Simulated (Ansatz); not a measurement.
Take WTe₂ (space group P4_2/mnm, No. 136; a = 6.596 Å, c = 3.577 Å; a hypothetical phase, not in the database extracts checked) as the base.

Structures relaxed with DFT with PBEsol, PAW potentials and a 420 eV plane-wave cutoff in Ansatz (a quantum-chemistry and plane-wave program), scalar-relativistic without spin-orbit coupling.

Base:

Simulated powder pattern, Cu Kα1, λ = 1.54056 Å (kinematic, ideal powder, no thermal factors, no anomalous dispersion; the 14 strongest lines at most, above 2 %, up to 2θ = 90°):

```tsv
2θ (°)	I/Imax (%)	hkl
19.01	100	(110)
28.36	34	(101)
30.27	18	(210)
31.49	86	(111)
38.57	67	(220)
39.56	91	(211)
43.34	15	(310)
48.56	53	(301)
50.61	29	(311)
51.02	19	(002)
55.69	18	(400)
65.74	28	(222)
76.97	20	(431)
83.32	29	(521)
```

It is then changed as follows: every lattice vector is stretched by 3.43 %; the atoms relax in the strained cell.

After the change:

Simulated powder pattern, Cu Kα1, λ = 1.54056 Å (kinematic, ideal powder, no thermal factors, no anomalous dispersion; the 14 strongest lines at most, above 2 %, up to 2θ = 90°):

```csv
2θ (°),I/Imax (%),hkl
18.38,100,(110)
27.40,30,(101)
29.25,22,(210)
30.42,82,(111)
37.25,62,(220)
38.20,94,(211)
41.84,14,(310)
46.85,57,(301)
48.82,25,(311)
49.21,19,(002)
53.69,16,(400)
63.30,27,(222)
73.98,19,(431)
79.98,30,(521)
```

The indices refer to the base's conventional cell; one index is shown for lines that coincide.

Whether these cells are dynamically stable was not tested. All final runs are without spin polarisation. WTe2 has a high density of states at the Fermi level and may be magnetic at this level.
